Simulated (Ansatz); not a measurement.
## BeTe: band gap against strain

BeTe (zinc blende, F-43m, 21.418 Å³/atom at rest) under an equal strain ε in the (111) plane with the normal axis free, as in a coherent film. LDA in Ansatz, a plane-wave DFT program (PAW, default set), 420 eV, 10×10×10 Γ-centred mesh, Fermi-Dirac smearing 0.05 eV; ions are relaxed within the symmetry of each cell. Gaps are the smallest over the k-mesh and a band path, without spin-orbit coupling; in all rows the valence edge lies at Γ and the conduction edge at about 1.1 Å⁻¹ from Γ.

Here s stands for strain and Eg for gap.

```csv
strain (%),gap (eV)
-2.50,?
-1.25,1.68
-0.83,1.72
-0.42,1.76
0.00,1.79
```

The 4 complete rows are fitted with a straight line, Eg against s. Means: s -0.62500, Eg 1.738. About the means, the sum of products is 0.076950 and the sum of squares of s is 0.86530; the slope is their ratio. Least squares gives Eg = 1.793 + 0.0889·s. Residuals (row less fit): -0.002, 0.001, 0.004, -0.003; standard error 0.004 (degrees of freedom: 2). Over these rows the gap moves by 8.9 ± 0.4 eV per unit strain.

### Question
What does the fit predict for Eg at s = -2.50, and how far is the calculated value from it?

### Answer
Eg = 1.793 + 0.0889 × (-2.50) = 1.571 eV. The calculation gives 1.53 eV, 0.041 eV below the prediction (15.8 % of the range of Eg in the table). The row lies outside the fitted rows, so this is an extrapolation. The fitted rows scatter only by rounding.

One order more, fitted to all 7 runs of the series, follows each within 0.01, so the miss is the next term of a smooth law. Spin-orbit coupling is left out, which can shift this property for BeTe. Rows are the converged runs of the series near zero and its far end; series whose fitted rows scatter by over a few per cent of the range, as at a crossing or softening among them, aren't shown in this form. Most that stay on the fit to the last digits aren't either.
